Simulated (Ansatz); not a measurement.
Functionals compared on a constructed model of the (100) surface of bcc Fe, ferromagnetic, a pseudomorphic layer of Ni in the host's stacking (bottom of the slab: a bare face, its two planes held), in Ansatz (plane waves, PAW). The structure was relaxed with PBE; the other rows are single points on it. Cutoff 420 eV.

Slab: 7 atoms, 8.9 Å thick at the start (thin: gaps and levels are the slab's own); k 13x13x1, smearing 0.1 eV, dipole-corrected; 2 atoms held, the rest relaxed; held to the start's symmetry, so lower structures may exist; spin-polarised, ending with about 15.9 μB a cell; orders that need a larger cell were not tried, no spin-orbit, no U. It is one candidate, not shown to be the stable structure of the face. These notes are the PBE run's.

| functional | work function of the top face (eV) | magnetic moment of the cell (μB) | rough cost of the single point |
|---|---|---|---|
| PBE | 4.46 | 15.87 | – |
| RPBE | [?] | 16.07 | around 100 core-seconds (rough) |

Problem. What belongs in the gaps?

Solution. 
- RPBE, work function of the top face (eV): 4.26

Ansatz is an electronic-structure program.
